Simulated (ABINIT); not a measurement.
A self-consistent single point of As2Ru (P1, 6 atoms in the cell) with ABINIT.

Method: LDA (PW92), PAW (JTH v2.0 LDA PAW) (plane waves; ABINIT 10.0.3).

The change in words: atoms moved at random. Reference geometry:
```
CELL_PARAMETERS angstrom
      5.43556     0.00000     0.00000
      0.00000     6.20595     0.00000
      0.00000     0.00000     3.00115
ATOMIC_POSITIONS crystal
  As 0.32922 0.86635 0.50000
  As 0.67078 0.13365 0.50000
  As 0.82922 0.63365 0.00000
  As 0.17078 0.36635 0.00000
  Ru 0.50000 0.50000 0.50000
  Ru 0.00000 0.00000 0.00000
```

Reference input (self-consistent single point, DFT, LDA (PW92), plane waves, PAW (JTH v2.0 LDA PAW)): pseudos = [As.LDA_PW-JTH.xml, Ru.LDA_PW-JTH.xml]; ecut = 20 Ha; pawecutdg = 40 Ha; pawxcdev = 0; occopt = 3; tsmear = 0.00036749 Ha; ngkpt = 3 3 6; nshiftk = 1; shiftk = 0 0 0; potentials = JTH v2.0 LDA PAW; nband = 58; kptopt = 1. This run's input differs from it in these lines:

```diff
@@ -13,8 +13,8 @@
 xred
-         0.3292200000    0.8663500000    0.5000000000
-         0.6707800000    0.1336500000    0.5000000000
-         0.8292200000    0.6336500000    0.0000000000
-         0.1707800000    0.3663500000    0.0000000000
-         0.5000000000    0.5000000000    0.5000000000
-         0.0000000000    0.0000000000    0.0000000000
+         0.3375030000    0.8636740000    0.5010110000
+         0.6697020000    0.1405460000    0.5222750000
+         0.8343670000    0.6227710000    0.0076760000
+         0.1727220000    0.3708370000    0.0013240000
+         0.5018190000    0.5005820000    0.4911070000
+         0.9838880000    0.0015900000    0.9766060000
 ecut 20 Ha
```

The program printed (abridged):

```
--- !BeginCycle
solver: {iscf: 17, nstep: 80, nline: 4, wfoptalg: 10, }
tolerances: {toldfe: 1.00E-09, }
...

     iter   Etot(hartree)      deltaE(h)  residm     nres2
 ETOT  1  -632.03865927846    -6.320E+02 2.802E+01 5.552E+01
 ETOT  2  -648.79547469075    -1.676E+01 1.981E-01 6.540E+01
 ETOT  3  -648.55738046135     2.381E-01 2.123E-01 1.322E+01
 ETOT  4  -648.53631201066     2.107E-02 4.513E-02 1.150E+01
 ETOT  5  -648.50052547438     3.579E-02 2.609E-02 2.882E+00
   [... 10 lines left out ...]
 ETOT 16  -648.48810712989    -1.247E-07 1.155E-04 1.269E-07
 ETOT 17  -648.48810713967    -9.783E-09 9.874E-05 1.060E-07
 ETOT 18  -648.48810713923     4.379E-10 7.578E-05 4.166E-08
 ETOT 19  -648.48810713898     2.510E-10 6.518E-05 1.514E-08
 At SCF step   19, etot is converged :
  for the second time, diff in etot=  2.510E-10 < toldfe=  1.000E-09

 Cartesian components of stress tensor (hartree/bohr^3)
  sigma(1 1)=  1.60356996E-04  sigma(3 2)=  2.08690844E-05
  sigma(2 2)=  1.91196571E-04  sigma(3 1)= -3.14298524E-05
  sigma(3 3)=  1.93526723E-04  sigma(2 1)=  5.14454035E-05

 ----iterations are completed or convergence reached----

 reduced coordinates (array xred) for    6 atoms
       0.337503000000      0.863674000000      0.501011000000
       0.669702000000      0.140546000000      0.522275000000
       0.834367000000      0.622771000000      0.007676000000
       0.172722000000      0.370837000000      0.001324000000
       0.501819000000      0.500582000000      0.491107000000
       0.983888000000      0.001590000000      0.976606000000
   [... lines left out ...]
 Fermi (or HOMO) energy (hartree) =   0.32768   Average Vxc (hartree)=  -0.41781
 Fermi (or HOMO) energy (eV) =   8.91666   Average Vxc (eV)= -11.36907
   [... lines left out ...]
'-kT*entropy'       : -1.27456204415871E-14
total_energy        : -6.48488102269448E+02
total_energy_eV     : -1.76462586794969E+04
...

-Cartesian components of stress tensor (GPa)         [Pressure= -5.3456E+00 GPa]
- sigma(1 1)=  4.71786491E+00  sigma(3 2)=  6.13989558E-01
- sigma(2 2)=  5.62519637E+00  sigma(3 1)= -9.24698026E-01
- sigma(3 3)=  5.69375181E+00  sigma(2 1)=  1.51357577E+00

 Calculation completed.
```

The run converged in 19 iterations. Against the reference run the free energy goes up by 39.8 meV/atom, the pressure goes from -6.09 to -5.35 GPa, the largest force goes from 0.183 to 1.841 eV/Å and the gap on the mesh goes from 0.649 to 0.555 eV.

The starting cell comes from a database of computed structures (which also holds hypothetical and non-ambient phases and stackings), without a prior relaxation at this level. For this run, on top of that: atoms moved at random. With a pressure of about -5 GPa the cell is away from its equilibrium volume at this level. Forces in this geometry exceed 1 eV/Å.

Cost on one core of a shared machine: roughly 10 min.
